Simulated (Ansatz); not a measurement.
Data:

```yaml
crystal:
  lattice:
    - [5.45929, -1.69198, -0.03904]
    - [5.45929, 1.69198, -0.03904]
    - [-2.23241, 0.00000, 4.36061]
  atoms:
    - { symbol: Li, position: [0.36678, 0.36678, 0.61452] }
    - { symbol: Li, position: [0.63322, 0.63322, 0.38548] }
    - { symbol: Mg, position: [0.11590, 0.11590, 0.86796] }
    - { symbol: Mg, position: [0.88410, 0.88410, 0.13204] }
```

Method: PBEsol, DFPT electron-phonon coupling, linearised Boltzmann equation (plane waves, PAW, scalar-relativistic; Ansatz, a quantum-chemistry and plane-wave program). Geometry: relaxed with this functional, without spin-orbit coupling.

Question: What phonon-limited resistivity does this give at 300 K?

Answer: 7.2 (x), 6.7 (y), 7.8 (z) μΩ·cm.

A metal at this level (no band gap). Only scattering by harmonic phonons is included (no impurities, grain boundaries, electron-electron scattering or thermal expansion). Spin-orbit coupling is left out. Halving the electron mesh (28x28x20) moves the resistivity by up to 9 % at 300 K. Smearing 0.20 eV; phonons on a 4x4x3 q mesh, which this run doesn't test.

Computed structure with no diffraction record at hand here (it may be known, metastable or hypothetical): LiMg (C2/m).
